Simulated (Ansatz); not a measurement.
**AlB2-type ScB2**

Method: LDA (PAW; Ansatz, a quantum-chemistry and plane-wave program).

Settings: plane-wave cutoff 500 eV, 18×18×12 k mesh (along the axes of the cell as run), Fermi–Dirac smearing 0.05 eV, scalar-relativistic PAW data made under PBE.

Cell: relaxed at this level.

```json
{
 "equilibrium_volume_per_atom": "9.58 Å³/atom",
 "lattice_parameter_a": "3.099 Å",
 "c axis length": "3.454 Å",
 "band_gap": "none"
}
```

The computed numbers hold no vibrational or temperature effects.
